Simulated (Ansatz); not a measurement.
**SnC (R3m): band-edge transport data**

Input:

```yaml
crystal:
  lattice:
    - [-0.08153, 2.52567, 2.52567]
    - [2.52567, -0.08153, 2.52567]
    - [2.52567, 2.52567, -0.08153]
  atoms:
    - { symbol: Sn, position: [0.99797, 0.99797, 0.99797] }
    - { symbol: C, position: [0.25203, 0.25203, 0.25203] }
```

Method: PBE with spin-orbit coupling, rigid bands (plane waves, PAW; Ansatz, a program for electronic structure). Condition of this run: biaxial stress in (111) of -10 GPa (compression positive) (the target of the relaxation). Geometry: cell and atoms relaxed with PBEsol, then loaded as said.

```yaml
band_gap: 0.24 eV
hole conductivity mass (300 K, dilute): 0.30 mₑ
effective density of states N_v (300 K): 9.5e18 cm⁻³
density_of_states_mass_holes: 0.52 mₑ
Seebeck coefficient, p-type 1e19 cm⁻³, 300 K: 238 μV/K
```

Rigid bands; masses and Seebeck coefficients take one relaxation time τ for all states and one kind of carrier; polarons and phonon drag are left out. Geometry: cell and atoms relaxed with PBEsol.

Computed structure with no diffraction record at hand here (it may be known, metastable or hypothetical): SnC (R3m).
